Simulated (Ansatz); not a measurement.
Start from InP in the zinc blende structure (space group F-43m, No. 216; a = 5.9070 Å).

Modification: an isotropic linear strain of −2.00 %, atoms relaxed at fixed cell.

All numbers come from r2SCAN in Ansatz (plane waves to 500 eV, PAW, without spin-orbit coupling).

Base, band edges from the VBM (valence, conduction): X -2.33, 2.04; W -2.90, 4.57; L -0.97, 1.80; Γ 0.00, 1.03; K -1.94, 2.65; U -1.94, 2.65 eV.

Problem. Give the band edges at the high-symmetry points of the new zone, measured from its valence-band maximum.

Solution. 
```tsv
point	valence edge (eV)	conduction edge (eV)
Γ	0.00	1.38
X	-2.54	1.94
U	-2.13	2.62
K	-2.13	2.62
L	-1.07	1.96
W	-3.18	4.58
```

The gap is 1.38 eV, direct at Γ.

Whether these cells are dynamically stable was not tested.

Ansatz is a quantum-chemistry and plane-wave program.
